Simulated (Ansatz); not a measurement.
The starting structures come from a database of crystals and need not be the phases stable at ambient conditions.

```
CELL_PARAMETERS angstrom
      5.28815     0.00000     0.00000
      0.00000    11.37444     0.00000
      2.52783     5.68722     2.70989
ATOMIC_POSITIONS crystal
  Ca 0.25000 0.37247 0.00000
  Ca 0.75000 0.62753 0.00000
  W  0.25000 0.88357 0.00000
  W  0.75000 0.11643 0.00000
  O  0.84195 0.06109 0.29770
  O  0.15805 0.93891 0.70230
  O  0.65805 0.35879 0.70230
  O  0.34195 0.64121 0.29770
  O  0.85139 0.72672 0.48032
  O  0.14861 0.27328 0.51968
  O  0.64861 0.20704 0.51968
  O  0.35139 0.79296 0.48032
```

Space group of this cell: C2/c. The cell is taken as given; by r2SCAN its mean pressure is -10.4 GPa.

Transport runs along the normal of the first two printed cell vectors.

No gap correction and no spin-orbit coupling; mid-gap values are interpolated between computed energies.

Question: Give the band gap and the smallest decay constant κ at mid-gap that r2SCAN run with Ansatz (a quantum-chemistry and plane-wave program) yields.

Answer: Gap 4.12 eV on a 8×12×12 mesh; κ = 0.504 1/Å, at the zone centre.
